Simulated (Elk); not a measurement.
Band structure of GaAg (Pm-3m, 2 atoms in the cell).

```yaml
crystal:
  lattice:
    - [3.31723, 0.00000, 0.00000]
    - [0.00000, 3.31723, 0.00000]
    - [0.00000, 0.00000, 3.31723]
  atoms:
    - { symbol: Ga, position: [0.50000, 0.50000, 0.50000] }
    - { symbol: Ag, position: [0.00000, 0.00000, 0.00000] }
```

Method of the run: PBEsol, all-electron FP-LAPW, Elk's shipped species files, APW+lo basis with extra local orbitals run with Elk.

Settings: xctype = 22; rgkmax = 8; stype = 0; swidth = 0.00999582 Ha; ngridk = 13 13 13; gmaxvr = 18 1/bohr; lmaxapw = 10; lmaxo = 8; nxlo = 2; lorbcnd = true; lradstp = 2; nrmtscf = 2; lmaxi = 4; maxscl = 100.

The starting cell comes from a database of computed structures (which also holds hypothetical and non-ambient phases and stackings), without a prior relaxation at this level. Values depend on the basis (sphere radii, cutoffs, local orbitals), which need not be converged.

Levels in eV from the Fermi level, bands 13 to 20:
```csv
point,13,14,15,16,17,18,19,20
Γ,-4.41,-4.41,-4.41,3.31,3.31,3.31,6.06,8.72
X,-4.97,-4.97,-4.38,-3.08,7.03,7.03,8.49,8.73
M,-4.73,-3.98,-2.46,-2.46,-1.34,0.79,7.17,11.23
R,-3.96,-3.96,-2.19,2.64,2.64,2.64,2.75,2.75
```

Bands cross the Fermi level along this path, so the cell is metallic at this level.
